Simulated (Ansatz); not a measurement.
Base system: MgO in the rock salt structure (space group Fm-3m, No. 225; a = 4.214 Å). Axes: x, y, z lie along the cube axes.

Computed with PBEsol/PAW in Ansatz (a program for electronic structure), no spin-orbit coupling.

Strains are applied to the cell and any free atomic positions relax; under biaxial strain the out-of-plane vector relaxes too.

One change was made to it. Results:

The electron mass becomes 0.35 mₑ (at Γ) (base: 0.34 mₑ (at Γ)); the energy goes up by 2.0 meV/atom; the band gap increases by 0.11 eV, from 4.62 eV to 4.73 eV.

### Question
Name the change that was made.
A) biaxial strain −2.50 %, plane normal [001], relaxed out of plane
B) biaxial strain −1.00 %, plane normal [001], relaxed out of plane
C) biaxial strain +2.50 %, plane normal [001], relaxed out of plane

### Answer
B, biaxial strain −1.00 %, plane normal [001], relaxed out of plane. For comparison, the band gap in the other runs: biaxial strain +2.50 %, plane normal [001], relaxed out of plane gives 4.26 eV; biaxial strain −2.50 %, plane normal [001], relaxed out of plane gives 4.89 eV.

Masses are band curvatures over ±0.01 Å⁻¹ around the edge. Stability against distortions was not tested.
